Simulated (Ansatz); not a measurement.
The starting structures come from a database of crystals and need not be the phases stable at ambient conditions.

 Where the default PAW files enter, the runs use the earlier of Ansatz's two default sets.

By PBEsol, the system below comes out a metal.

The ballistic (Sharvin) conductance counts the channels at the Fermi level: G/A = (e²/h) × channels of both spins per area.

Input:

```xyz
3
Lattice="2.8816 0.0000 0.0000 -1.4408 2.4955 0.0000 1.4408 0.8318 4.8520" Properties=species:S:1:pos:R:3 pbc="T T T"
Mo     1.4408     2.4955     3.5355
Mo     1.4408     0.8318     1.3165
N      0.0000     0.0000     0.0000
```

Space group of this cell: R-3m. The cell is strained (lengths along the current scaled by 0.97, ions clamped); by PBEsol its mean pressure is 3.3 GPa.

The current flows along the normal of the first two printed cell vectors, the (001) (indices of the unstrained crystal) plane of the conventional cell. No spin-orbit coupling; the value is a mean over 0.1 eV about the Fermi level.

Question: Compute, with Ansatz (a program for electronic structure) with PBEsol, the ballistic conductance per area.

Answer: 0.70 × 10¹⁵ S/m² for both spins.
